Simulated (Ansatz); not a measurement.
## Ge (P6₃/mmc, No. 194, 8 atoms in the cell; start mp-1091415; another form than the element's usual one)

Calculation: PBE0 (Ansatz, a program for electronic structure, PAW).

Run with plane-wave cutoff 460 eV, 6×6×2 k mesh (along the axes of the cell as run), Fermi–Dirac smearing 0.01 eV, scalar-relativistic PAW data made under PBE.

Cell (relaxed with PBEsol):

```yaml
crystal:
  lattice:
    - [4.00417, 0.00000, 0.00000]
    - [-2.00208, 3.46771, 0.00000]
    - [0.00000, 0.00000, 13.14484]
  atoms:
    - { symbol: Ge, position: [0.00000, 0.00000, 0.40681] }
    - { symbol: Ge, position: [0.00000, 0.00000, 0.59319] }
    - { symbol: Ge, position: [0.00000, 0.00000, 0.90681] }
    - { symbol: Ge, position: [0.00000, 0.00000, 0.09319] }
    - { symbol: Ge, position: [0.33333, 0.66667, 0.34414] }
    - { symbol: Ge, position: [0.66667, 0.33333, 0.65586] }
    - { symbol: Ge, position: [0.66667, 0.33333, 0.84414] }
    - { symbol: Ge, position: [0.33333, 0.66667, 0.15586] }
```

| Quantity | Value |
|---|---|
| band gap | 1.18 eV (on the SCF k mesh) (direct) |

Note: cell and atoms aren't relaxed at this level (largest force component 0.02 eV/Å).

Spin–orbit coupling is not included.

Static lattice: no zero-point or thermal effects.

A start named mp-… is a Materials Project structure, which need not be a measured phase.
